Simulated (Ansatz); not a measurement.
## LaB6: uniaxial stress, 8 GPa tension along z

Start from LaB₆ (space group Pm-3m, No. 221; a = 4.130 Å). Axes: x, y, z lie along the cube axes.

One thing is altered: uniaxial stress, 8 GPa tension along z, with the cell and atoms free to relax against it.

The values are results of PBEsol (Ansatz, a first-principles code), without spin-orbit coupling, not measurements. k-mesh 11×11×11 (Γ-centred); smearing 0.05 eV (Fermi–Dirac).

- Volume per atom: 10.22 Å³ (base 10.06 Å³)
- Space group: P4/mmm (No. 123) (base Pm-3m (No. 221))
- Shortest interatomic distance: 1.649 Å (base 1.649 Å)
- Energy relative to the base (free energy F): +4.3 meV/atom
- Band gap: zero (base zero)
- Strain response (xx, yy, zz): (−0.07, −0.07, +1.71) % (rough)

Without a gap, meshes like the base's 11×11×11 leave anisotropic stresses uncertain by several tenths of a GPa, and small strain energies with them. Stability under load was not tested beyond the relaxation. All final runs are without spin polarisation. An odd electron count without spin: LaB6.
